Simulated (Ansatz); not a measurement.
The structure below was relaxed with PBEsol (Ansatz, a quantum-chemistry and plane-wave program, PAW, no SOC), at pressure 9 GPa.

Space group F-43m (No. 216); a = 4.711 Å, b = 4.711 Å, c = 4.711 Å, α = 90.00°, β = 90.00°, γ = 90.00°

| atom | site | symmetry | x | y | z |
|---|---|---|---|---|---|
| Be | 4a | -43m | 0.0000 | 0.0000 | 0.0000 |
| S | 4d | -43m | 0.7500 | 0.7500 | 0.7500 |

Write out a cell with all atoms.


```
BeS
1.0
    4.71119     0.00000     0.00000
    0.00000     4.71119     0.00000
    0.00000     0.00000     4.71119
Be S
4 4
Direct
  0.00000   0.00000   0.00000
  0.00000   0.50000   0.50000
  0.50000   0.00000   0.50000
  0.50000   0.50000   0.00000
  0.25000   0.25000   0.75000
  0.25000   0.75000   0.25000
  0.75000   0.25000   0.25000
  0.75000   0.75000   0.75000
```
This is the conventional cell.

Load acts through the strain it causes; cell and atoms are relaxed under it. Whether these cells are dynamically stable was not tested. No other phases were tried under pressure. The cell was made from BeS in the zinc blende structure (space group F-43m, No. 216) by this change: pressure 9 GPa.
